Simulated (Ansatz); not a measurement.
Input and output of a self-consistent single point for CdHOF (P1, 8 atoms in the cell) (Ansatz, a first-principles code).

Computed with PBEsol, default PAW files made with PBE (plane waves; Ansatz).

```xyz
8
Lattice="3.5520 0.0000 0.0000 0.0000 4.8689 0.0000 -0.0082 0.0000 5.6561" Properties=species:S:1:pos:R:3 pbc="T T T"
Cd     2.6500     3.6737     4.1980
Cd     0.8938     1.2393     1.5081
H      2.6607     3.3312     1.5407
H      0.8831     0.8967     4.1154
O      0.8764     0.1049     3.5050
O      2.6674     2.5394     2.1511
F      0.8767     2.3359     5.0577
F      2.6672     4.7703     0.5984
```

Reference input (self-consistent single point, DFT, PBEsol, plane waves, default PAW files made with PBE): basis.ecutwfc = 420 eV; kpoints.mp_grid.grid = 7 5 5; hamiltonian.xc = pbesol; hamiltonian.pseudopotentials = {kind: paw} (the program's default PAW files); scf.occupations.method = fixed. This run's input differs from it in these lines:

Ansatz 0.2 input:
```diff
@@ -23,3 +23,3 @@
 scf:
-  occupations: { method: fixed }
+  occupations: { method: fermi_dirac, width: 0.5 }
 output:
```

Log, with long lists cut:

```
SCF iter   1: F=—  HF=-19123.503117 eV  |F-HF|=—  |Δ(HF+E_count)|=         —  Δρ=1.49e-2  dr2=1.57e-1  ethr=1.77e-3  ⟨swp⟩=7.1  Hψ=15876  notcnv=0
all-band conjugate gradients solve this SCF's bands
preconditioner: auto → none
SCF iter   2: F=—  HF=-19123.460095 eV  |F-HF|=—  |Δ(HF+E_count)|=   4.30e-2  Δρ=2.97e-3  dr2=5.99e-3  ethr=2.31e-4  ⟨swp⟩=2.0  Hψ=5592  notcnv=0
   [... lines left out ...]
SCF iter   6: F=—  HF=-19123.459951 eV  |F-HF|=—  |Δ(HF+E_count)|=   1.42e-5  Δρ=4.52e-5  dr2=1.26e-6  ethr=1.59e-7  ⟨swp⟩=2.5  Hψ=5446  notcnv=0
SCF iter   7: F=—  HF=-19123.459922 eV  |F-HF|=—  |Δ(HF+E_count)|=   2.91e-5  Δρ=1.38e-5  dr2=8.99e-8  ethr=1.47e-10  ⟨swp⟩=3.8  Hψ=16881  notcnv=0
SCF iter   8: F=—  HF=-19123.459922 eV  |F-HF|=—  |Δ(HF+E_count)|=   1.51e-7  Δρ=1.07e-5  dr2=1.02e-7  ethr=1.32e-10  ⟨swp⟩=2.0  Hψ=6404  notcnv=0
SCF iter   9: F=-19123.459922 eV  HF=-19123.459922 eV  |F-HF|=1.60e-9  |Δ(HF+E_count)|=   7.84e-9  Δρ=2.25e-6  dr2=2.81e-9  ethr=1.32e-10  ⟨swp⟩=2.1  Hψ=11878  notcnv=0
SCF 1 converged in 9 iterations: F = -19123.459922 eV  dr2 = 2.81e-9
Free energy (F): -19123.459922 eV
Internal energy: -19123.183818 eV  (E = F + TS)
E sigma→0 (E₀):  -19123.321870 eV
Entropy (-TS):   -0.276104 eV (-34.513 meV/atom)
Fermi energy:    6.936841 eV
--- Forces (eV/Å), atoms counted from 1 ---
  atom   1  Cd     0.01750532     0.07005925    -0.40911345
  atom   2  Cd    -0.01700631     0.10783876     0.19194567
  atom   3  H      0.02096390    -0.12757042     0.13319996
  atom   4  H     -0.02109504    -0.12608845    -0.09002619
  atom   5  O      0.02014406    -0.07038141     0.10829682
  atom   6  O     -0.02029490    -0.01308975     0.00621625
  atom   7  F      0.00710882     0.06899271    -0.00433006
  atom   8  F     -0.00732595     0.09022632     0.06380647
--- Stress (GPa, compression-positive) ---
       -6.006055       0.004241       0.018076
        0.004241      -5.139250      -0.050033
        0.018076      -0.050033      -5.487934
  P = ⅓ Tr σ = -5.5444 GPa (-55.444 kbar)
  The stress holds the Pulay correction. Without it, at fixed plane waves, as pw.x and ABINIT print it: P = -6.1592 GPa
```

The run converged in 9 iterations. Against the reference run the free energy falls by 8.4 meV/atom, the pressure goes from -5.92 to -5.54 GPa and the largest force goes from 0.471 to 0.415 eV/Å.

The starting cell comes from a database of computed structures (which also holds hypothetical and non-ambient phases and stackings), without a prior relaxation at this level. Its lattice was rescaled by up to half a per cent. One atom was moved a little off its site on purpose. With a pressure of about -6 GPa the cell is away from its equilibrium volume at this level. Ansatz's pressure includes its estimate of the finite-basis (Pulay) stress. Without the estimate this run gives -6.16 GPa. A gap is left out here, as mesh or smearing make it unsure.

Cost on one core of a shared machine: roughly 40 s.
